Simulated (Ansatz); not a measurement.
Results of PBEsol (Ansatz, an electronic-structure program, PAW) for antifluorite Mg2C (high-pressure phase).

Run with plane-wave cutoff 520 eV, 12×12×12 k mesh, scalar-relativistic PAW data made under PBE.

Cell (relaxed at this level):

```cif
data_C4Mg8
_chemical_formula_sum 'Mg8 C4'
_space_group_name_H-M_alt 'Fm-3m'
_space_group_IT_number 225
_space_group_name_Hall '-F 4 2 3'
_cell_length_a 5.42335
_cell_length_b 5.42335
_cell_length_c 5.42335
_cell_angle_alpha 90.000
_cell_angle_beta 90.000
_cell_angle_gamma 90.000
loop_
_atom_site_label
_atom_site_type_symbol
_atom_site_symmetry_multiplicity
_atom_site_Wyckoff_symbol
_atom_site_fract_x
_atom_site_fract_y
_atom_site_fract_z
_atom_site_occupancy
Mg1 Mg 8 c 0.25000 0.25000 0.25000 1
C1 C 4 a 0.00000 0.00000 0.00000 1
```
(The calculation used a cell of 3 atoms; values per cell refer to that cell.)

Estimate the Voigt–Reuss–Hill bulk modulus, polycrystal shear modulus (Hill average), Young modulus and Poisson ratio that the calculation returns.


- Voigt–Reuss–Hill bulk modulus: 94.6 GPa
- polycrystal shear modulus (Hill average): 82.7 GPa
- Young modulus: 192 GPa
- Poisson ratio: 0.161

Elastic constants are with the ions relaxed.

Computed values are for the static lattice.

The result took roughly 4 core-minutes.
